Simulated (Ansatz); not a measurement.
Take B in the diamond structure (space group Fd-3m, No. 227; a = 4.0326 Å; a hypothetical phase, not in the database extracts checked; relaxed with 0.1 eV smearing) as the base. Axes: x, y, z lie along the cube axes.

Modification: compressive biaxial strain of 0.19 % in the plane normal to [001], as in epitaxy on a mismatched substrate; the out-of-plane cell vector and the atoms relax.

Levels (all Ansatz, a first-principles code, PAW): PBEsol (420 eV, no SOC); r2SCAN (500 eV, scalar-relativistic without spin-orbit coupling).

The geometry is relaxed with PBEsol.

| Quantity | Value |
|---|---|
| PBEsol pressure | -0.6 GPa |

Predict the pressure from r2SCAN.

The pressure increases by 2.89 GPa to 2.2 GPa.

Single points use the geometry relaxed with PBEsol. Their cutoffs differ, which shifts pressures a little. No phonon test of stability was made. Under biaxial strain −0.19 %, plane normal [001], relaxed out of plane the cell ends below the base's energy or with stress of the wrong sign: the atoms slid into a distortion or the cell is elastically unstable, so the base is not a stable minimum at this level.
